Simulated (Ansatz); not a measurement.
**Short convergence ladders for LuHg (P4mm, 2 atoms in the cell)**

```
LuHg
1.0
    3.62808     0.00000     0.00000
    0.00000     3.62808     0.00000
    0.00000     0.00000     3.62808
Lu Hg
1 1
Direct
  0.50000   0.50000   0.51378
  0.00000   0.00000   0.00000
```

Base method: LDA (PW92), default PAW files made with PBE (plane waves; Ansatz, a first-principles code).

Base settings: basis.ecutwfc = 30.9 Ry; kpoints.mp_grid.grid = 9 9 9; hamiltonian.xc = lda; hamiltonian.pseudopotentials = {kind: paw} (the program's default PAW files); scf.occupations.method = gaussian; scf.occupations.width = 0.0073 Ry.

The count of work is k-points × plane waves × bands × iterations; it is no time. 

**The k-point mesh at a smearing width of 0.3 eV**

In this ladder: scf.occupations.width = 0.022 Ry.

Only quantities that move along the ladder and can be compared are tabulated.

| kpoints.mp_grid.grid | free energy less the last step's (meV/atom) | pressure (GPa) | largest difference of a force vector from the last step's (eV/Å) | count of work / last |
|---|---|---|---|---|
| 3 3 3 | 39.85 | -5.96 | 0.008 | 0.0072 |
| 4 4 4 | 73.88 | -5.60 | 0.020 | 0.022 |
| 5 5 5 | 26.62 | -5.38 | 0.024 | 0.022 |
| 6 6 6 | -3.82 | -5.63 | 0.007 | 0.048 |
| 7 7 7 | -2.72 | -5.41 | 0.009 | 0.055 |
| 8 8 8 | 0.64 | -5.40 | 0.001 | 0.10 |
| 10 10 10 | 1.20 | -5.36 | 0.002 | 0.17 |
| 12 12 12 | 0.05 | -5.37 | 0.001 | 0.27 |
| 21 21 21 | 0.00 | -5.37 | 0.000 | 1.0 |

Coarsest kpoints.mp_grid.grid that holds the forces within 0.01 eV/Å of the last step, with all finer ones: 6 6 6, at 0.048 of the last step's count of work; the step before is off by 0.024 eV/Å.

Coarsest kpoints.mp_grid.grid that holds the free energy within 2 meV/atom of the last step, with all finer ones: 8 8 8, at 0.10 of the last step's count of work; the step before is off by 2.7 meV/atom.

Coarsest kpoints.mp_grid.grid that holds the pressure within 0.5 GPa of the last step, with all finer ones: 4 4 4, at 0.022 of the last step's count of work; the step before is off by 0.59 GPa.

**The width of Gaussian smearing**

In this ladder: kpoints.mp_grid.grid = 15 15 15.

Narrow widths need finer meshes than wide ones, so the last steps can hold mesh noise.

Only quantities that move along the ladder and can be compared are tabulated; pressure and forces are left out, as mesh noise rules them at narrow widths.

| scf.occupations.width | free energy less the last step's (meV/atom) | energy extrapolated to zero width less the last step's (meV/atom) |
|---|---|---|
| 0.0735 Ry | -171.14 | -3.38 |
| 0.0367 Ry | -42.57 | 0.70 |
| 0.022 Ry | -13.31 | 1.71 |
| 0.0147 Ry | -4.54 | 0.59 |
| 0.0073 Ry | 0.00 | 0.00 |

Widest scf.occupations.width that holds the energy extrapolated to zero width within 2 meV/atom of the last step, with all finer ones: 0.0367 Ry; the step before is off by 3.4 meV/atom.

Widest scf.occupations.width that holds the free energy within 5 meV/atom: not settled: the last two steps still differ by 4.5 meV/atom, over half the tolerance, so the ladder does not show it.

The extrapolation to zero width removes most of the smearing's effect on the energy.

**The width of cold smearing**

In this ladder: kpoints.mp_grid.grid = 15 15 15; scf.occupations.method = cold.

Narrow widths need finer meshes than wide ones, so the last steps can hold mesh noise.

Only quantities that move along the ladder and can be compared are tabulated; pressure and forces are left out, as mesh noise rules them at narrow widths.

```tsv
scf.occupations.width	free energy less the last step's (meV/atom)
0.0735 Ry	-19.83
0.0367 Ry	-4.64
0.022 Ry	-0.19
0.0147 Ry	-0.01
0.0073 Ry	-0.40
0.0037 Ry	0.00
```

Widest scf.occupations.width that holds the free energy within 5 meV/atom of the last step, with all finer ones: 0.0367 Ry; the step before is off by 20 meV/atom.

On the base run: the starting cell comes from a database of computed structures (which also holds hypothetical and non-ambient phases and stackings), without a prior relaxation at this level. Its lattice was rescaled by up to half a per cent. One atom was moved a little off its site on purpose. In the base run, with a pressure of about -5 GPa the cell is away from its equilibrium volume at this level. Ansatz's pressure includes its estimate of the finite-basis (Pulay) stress.

Left out of this page: 4 runs of the series outside the window shown, repeating another row's setting, or not comparable.

Keys are those of Ansatz 0.2.
